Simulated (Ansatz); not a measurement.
Take PbF2 in the fluorite structure (space group Fm-3m, No. 225; a = 5.8987 Å) as the base. Axes: x, y, z lie along the cube axes.

The values are results of plane-wave PAW DFT at the PBEsol level (Ansatz, a program for electronic structure, 420 eV), no spin-orbit coupling, not measurements.

Base values:

| Item | Result |
|---|---|
| Volume per atom | 17.10 Å³ |
| Pressure | -0.01 GPa |
| Valley order | X along ⟨100⟩ 4.31 eV; L along ⟨111⟩ 4.93 eV; a point along ⟨110⟩, about 0.6 Å⁻¹ from Γ 5.30 eV |

One thing is altered: compressive biaxial strain of 0.42 % in the plane normal to [111], as in epitaxy on a mismatched substrate; the out-of-plane cell vector and the atoms relax.

Problem. Estimate the effect on the volume per atom, pressure and valley order.

Solution. The volume per atom drops by 0.06 Å³ to 17.04 Å³; the pressure (mean of the normal stresses, compression positive) increases by 0.28 GPa, from -0.01 GPa to 0.27 GPa; the valley order (the lowest conduction-band minima on the path, energy above the VBM, named in the base's zone) becomes X along [010] 4.30 eV; L along [111] 4.90 eV; L along [1-1-1] 4.94 eV; a point along [1-10], about 0.6 Å⁻¹ from Γ 5.30 eV (base: X along ⟨100⟩ 4.31 eV; L along ⟨111⟩ 4.93 eV; a point along ⟨110⟩, about 0.6 Å⁻¹ from Γ 5.30 eV).

Spin-orbit coupling, missing from the scalar runs, can matter with Pb. The levels and masses belong to the bands next to the band gap. Stability against distortions was not tested.
